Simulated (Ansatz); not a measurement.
Worked calculations on one periodic cell of amorphous Ta16O43Al2: Ta16O43Al2, 61 atoms, volume 880.3 Å³, made by a melt-quench on the CHGNet potential and relaxed with DFT. O atoms were pushed apart under 1.9 Å during the dynamics, to hinder bonds among them. It is a model cell: composition and starting density were chosen by hand, and all elements were melted together. Cycles of charging were run to anneal it. These are PBE, scalar-relativistic without spin-orbit coupling (plane waves to 420 eV, PAW; Ansatz, a first-principles code) values and carry that method's errors. Sampling: a 2×2×2 Γ-centred mesh; Fermi-Dirac width 0.02 eV; no spin polarisation. Its volume was relaxed, its shape was held as a cube, and it stands at a mean pressure of 0.0 GPa with stress components up to 1.7 GPa; the relaxation ran on the zone centre alone. Its density went from a set 7.12 to 6.86 g/cm³. The cell is small and was quenched far faster than a real film, so it is one sample of the glass.

Problem. Count formal charges (Ta +5, O -2, Al +3). What does the count lead one to expect at the Fermi level, and what does the calculation give?

Solution. 16 × (+5) + 43 × (-2) + 2 × (+3) = 0. The charges balance, so the anion-derived valence states can be full and a gap can open. On this mesh the highest filled and lowest empty level lie 3.07 eV apart, the PBE gap of this cell, with a localised state at one edge or both.

Four energies for an added electron at PBE on the zone centre alone (charged cells in a uniform background, spin-polarised): neutral at the neutral geometry -184451.087 eV; charged at the neutral geometry -184441.774 eV; charged and relaxed -184441.949 eV; neutral at the charged geometry -184450.395 eV.

Problem. Find the two relaxation energies and their sum, the reorganisation energy.

Solution. On charging: -184441.774 − (-184441.949) = 0.175 eV. On discharging: -184450.395 − (-184451.087) = 0.692 eV. The sum is 0.867 eV. The carrier's level spreads over 9 of the 61 atoms' worth, so it counts as partly localised, most on one Ta atom with neighbours O 1.86 Å, O 1.90 Å, O 1.95 Å, O 1.99 Å, O 2.06 Å (neutral geometry). The values are uncorrected: the image energy of a point charge in this cell, 2.84 × 14.40 / (2 × 9.6) = 2.1 eV before screening, is screened by electrons alone at the fixed geometry and by ions too after relaxing, and the carrier can be spread before it relaxes, so each term can be off by up to that value times 1/ε∞, some tenths of an eV. PBE's self-interaction favours spread-out carriers, so a hybrid can localise more.

Four energies for a hole at PBE on the zone centre alone (charged cells in a uniform background, spin-polarised): neutral at the neutral geometry -184451.087 eV; charged at the neutral geometry -184456.981 eV; charged and relaxed -184457.198 eV; neutral at the charged geometry -184450.415 eV.

Problem. Find the two relaxation energies and their sum, the reorganisation energy.

Solution. On charging: -184456.981 − (-184457.198) = 0.217 eV. On discharging: -184450.415 − (-184451.087) = 0.672 eV. The sum is 0.889 eV. The carrier's level spreads over 4 of the 61 atoms' worth, so it counts as localised, most on one O atom with neighbours Al 1.80 Å, Ta 1.97 Å, Ta 2.26 Å (neutral geometry). The values are uncorrected: the image energy of a point charge in this cell, 2.84 × 14.40 / (2 × 9.6) = 2.1 eV before screening, is screened by electrons alone at the fixed geometry and by ions too after relaxing, and the carrier can be spread before it relaxes, so each term can be off by up to that value times 1/ε∞, some tenths of an eV. PBE's self-interaction favours spread-out carriers, so a hybrid can localise more.
